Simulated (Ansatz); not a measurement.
Functionals compared on a constructed model of the (000-1) surface of wurtzite ZnO, O-terminated, 2x2 Zn adatom at T1 (bottom of the slab: 2 H on 4 bottom sites), in Ansatz (plane waves, PAW). The structure was relaxed with PBE; the other rows are single points on it. Cutoff 420 eV (500 eV for r2SCAN).

Set-up: 43 atoms, 14.8 Å thick at the start with caps and adatoms; mesh 4x4x1; 0.025 eV smearing; dipole correction on; 8 atoms held, the rest relaxed; start symmetry kept, larger cells not searched; no spin (in PBE a spin-polarised start ends 0.13 eV a cell lower), no spin-orbit, no U. The slab shows no gap over 0.04 eV on its mesh. In PBE it lies 0.36 eV a 1x1 cell over the lowest computed structure of the same composition (2x2 Zn adatom at T4). These notes are the PBE run's.

```tsv
functional	work function of the top face (eV)	rough cost of the single point
PBE	4.71	–
r2SCAN	[?]	about 15 core-minutes (a rough figure)
```

**Question.** What belongs in the gaps?

**Answer.** 
- r2SCAN, work function of the top face (eV): 4.79

Ansatz is a quantum-chemistry and plane-wave program.
